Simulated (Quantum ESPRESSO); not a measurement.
Worked example: self-consistent single point of Ti₅Nb₅Ge₆ (Amm2, 16 atoms in the cell) in Quantum ESPRESSO.

Computed with PBEsol-D3(0), GBRV 1.5 ultrasoft (PBESOL) pseudopotentials (plane waves; Quantum ESPRESSO).

```
CELL_PARAMETERS angstrom
      5.27698     0.00000     0.00000
      0.00000     6.55532     3.78987
      0.00000    -6.55532     3.78987
ATOMIC_POSITIONS crystal
  Ti 0.50000 0.99968 0.25634
  Ti 0.50000 0.25634 0.99968
  Ti 0.00000 0.25658 0.25658
  Ti 0.00000 0.00030 0.74550
  Ti 0.00000 0.74550 0.00030
  Nb 0.75114 0.33402 0.66708
  Nb 0.24886 0.66708 0.33402
  Nb 0.24886 0.33402 0.66708
  Nb 0.75114 0.66708 0.33402
  Nb 0.50000 0.74103 0.74103
  Ge 0.50000 0.38094 0.38094
  Ge 0.50000 0.00304 0.61500
  Ge 0.50000 0.61500 0.00304
  Ge 0.00000 0.61608 0.61608
  Ge 0.00000 0.00041 0.38289
  Ge 0.00000 0.38289 0.00041
```

Reference input (self-consistent single point, DFT, PBEsol, plane waves, GBRV 1.5 ultrasoft (PBESOL) pseudopotentials): ecutwfc = 50 Ry; ecutrho = 400 Ry; occupations = smearing; smearing = marzari-vanderbilt; degauss = 0.0099958 Ry; K_POINTS = automatic 4 3 3 0 0 0; conv_thr = 1e-09 Ry; mixing_beta = 0.7. This run's input differs from it in these lines:

```diff
@@ -16,2 +16,5 @@
   degauss = 0.0099958,
+  vdw_corr = 'grimme-d3',
+  dftd3_version = 3,
+  dftd3_threebody = .false.,
 /
```

Output, abridged:

```
     Self-consistent Calculation

     iteration #  1     ecut=    50.00 Ry     beta= 0.70

     total energy              =   -2391.63726336 Ry
     estimated scf accuracy    <      93.33960342 Ry

     iteration #  2     ecut=    50.00 Ry     beta= 0.70

     total energy              =   -2385.22150445 Ry
     estimated scf accuracy    <     840.63216493 Ry

     iteration #  3     ecut=    50.00 Ry     beta= 0.70

     total energy              =   -2467.83309011 Ry
     estimated scf accuracy    <      48.45386043 Ry

   [... 20 blocks of this kind left out ...]

     iteration # 24     ecut=    50.00 Ry     beta= 0.70

     negative rho (up, down):  3.286E-03 0.000E+00

     total energy              =   -2465.66862546 Ry
     estimated scf accuracy    <       0.00000015 Ry

     iteration # 25     ecut=    50.00 Ry     beta= 0.70

     negative rho (up, down):  3.286E-03 0.000E+00
     End of self-consistent calculation

     the Fermi energy is    15.5779 ev

!    total energy              =   -2465.66862547 Ry
     estimated scf accuracy    <          3.8E-10 Ry
     smearing contrib. (-TS)   =      -0.00183176 Ry
     internal energy E=F+TS    =   -2465.66679371 Ry

     DFT-D3 Dispersion         =      -0.43127020 Ry

     convergence has been achieved in  25 iterations

     negative rho (up, down):  3.286E-03 0.000E+00

     Forces acting on atoms (cartesian axes, Ry/au):

     atom    1 type  1   force =     0.00000000   -0.00022104    0.00022663
     atom    2 type  1   force =     0.00000000    0.00022104    0.00022663
     atom    3 type  1   force =     0.00000000    0.00000000    0.00184340
     atom    4 type  1   force =     0.00000000    0.00104507    0.00045993
   [... lines left out ...]
     Total force =     0.011290     Total SCF correction =     0.000103
   [... lines left out ...]

     negative rho (up, down):  3.286E-03 0.000E+00
          total   stress  (Ry/bohr**3)                   (kbar)     P=      -41.95
  -0.00034856   0.00000000   0.00000000          -51.27        0.00        0.00
   0.00000000  -0.00025264   0.00000000            0.00      -37.17        0.00
   0.00000000   0.00000000  -0.00025427            0.00        0.00      -37.40

   JOB DONE.
```

The run converged in 25 iterations. Against the reference run the pressure goes from 0.10 to -4.19 GPa and the largest force goes from 0.091 to 0.207 eV/Å.

The starting cell comes from a database of computed structures (which also holds hypothetical and non-ambient phases and stackings), without a prior relaxation at this level. Its lattice was rescaled by a random factor within 2.5 % of one. Spin polarisation is off. With a pressure of about -4 GPa the cell is away from its equilibrium volume at this level.

Cost on one core of a shared machine: roughly 30 min.
